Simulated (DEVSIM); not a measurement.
System: abrupt GaP p-n junction, at 300 K.

Layer 1 from the left is GaP, thickness (μm) 2.00, Na (cm⁻³) 3.6e18, τn (s) 2.4e-6, τp (s) 2.4e-6. Layer 2 from the left is GaP, thickness (μm) 32.0, Nd (cm⁻³) 3.9e14, τn (s) 2.4e-6, τp (s) 2.4e-6.

Left contact: ohmic. Right contact: ohmic. Voltage is applied to the left contact. Recombination: SRH at mid-gap, radiative, Auger. Mobility is μmin + (μ − μmin)/(1 + (N/Nref)^α).

Constants are typed, rounded textbook-type inputs, not results; the design itself was drawn at random and stands for no fabricated device. Values at 300 K.

GaP: gap (eV) 2.26, affinity (eV) 3.8, permittivity 11.1, Nc (cm⁻³) 1.8e19, Nv (cm⁻³) 1.9e19, μn (cm²/Vs) 250, μp (cm²/Vs) 150, μn,min 10, μp,min 10, Nref,n 4.4e18, Nref,p 1e18, αn 0.8, αp 0.85, B (cm³/s) 1e-13, Cn (cm⁶/s) 1e-30, Cp (cm⁶/s) 1e-30.

Model (solved in DEVSIM): 1D drift-diffusion, Boltzmann statistics, complete ionisation; no tunnelling, impact ionisation, image-force lowering or self-heating.

Dark forward current:

```csv
|V| (V),|J| (A/cm²)
0.70,5.094e-13
0.75,1.377e-12
0.80,3.728e-12
0.85,1.011e-11
0.90,2.748e-11
0.95,7.488e-11
1.00,2.047e-10
1.05,5.615e-10
1.10,1.549e-9
1.15,4.314e-9
1.20,1.221e-8
1.25,3.571e-8
1.30,1.113e-7
1.35,3.895e-7
1.40,1.617e-6
1.45,8.089e-6
1.50,4.685e-5
1.55,0.0002957
1.60,0.001927
1.65,0.01200
1.70,0.06139
1.75,0.2398
1.80,0.7666
1.85,2.164
1.90,5.630
1.95,13.58
```

### Question
Work out the local ideality factor n = ΔV / (kT/q · ln(J2/J1)) between the rows 0.70 and 0.75 V, 1.55 and 1.60 V, 1.90 and 1.95 V.

### Answer
kT/q = 25.85 mV. From 0.70 to 0.75 V: ln(1.377e-12/5.094e-13) = 0.994, n = 1.95, near the 2 of recombination in the depletion region. From 1.55 to 1.60 V: ln(0.001927/0.0002957) = 1.874, n = 1.03, near the 1 of diffusion or emission over a barrier. From 1.90 to 1.95 V: ln(13.58/5.630) = 0.880, n = 2.20.

### Question
Estimate the current at 1.55 V from the Shockley equation with J0 = Σ q ni² D/(N L) coth(W/L), τ joining the SRH, radiative and Auger lifetimes that are on, and W taken as the whole layer.

### Answer
ni² = 3.67 cm⁻⁶; electrons in the p layer: μ = 140 cm²/Vs, D = 3.61 cm²/s, τ = 7.28e-8 s, L = 5.13 μm, W/L = 0.39, term 3.10e-33 A/cm²; holes in the n layer: μ = 150 cm²/Vs, D = 3.87 cm²/s, τ = 2.40e-6 s, L = 30.5 μm, W/L = 1.0, term 2.45e-30 A/cm². J0 = 2.45e-30 A/cm², and J = J0 exp(qV/kT) = 0.000270 A/cm². The simulation gives 0.000296 A/cm²; the estimate lies 8.8 % below. The estimate leaves out recombination in the depletion region and that region's share of W.
